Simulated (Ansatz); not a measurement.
The boundary is one mirror-built cell; no search for the lowest one was made.

System: Σ3 (112) symmetric tilt boundary in bcc Nb, with one O atom a cell (13.4 Å²) in the boundary; relaxed on a coarser mesh with the in-plane cell held.

Contact (Sharvin) terms of both leads are taken out of the resistance.

Values are means of three energies within 0.05 eV of the Fermi level, on a potential converged at a Fermi-Dirac width of 0.05 eV. Resistances leave out the leads' Sharvin resistance. Spin-orbit coupling is left out.

Problem. State the specific resistance of the junction and the share of channels that pass according to PBE (Ansatz, a program for electronic structure).

Solution. AR = 0.92 × 10⁻¹⁵ Ω m²; 36 % of the channels of the narrower lead pass.
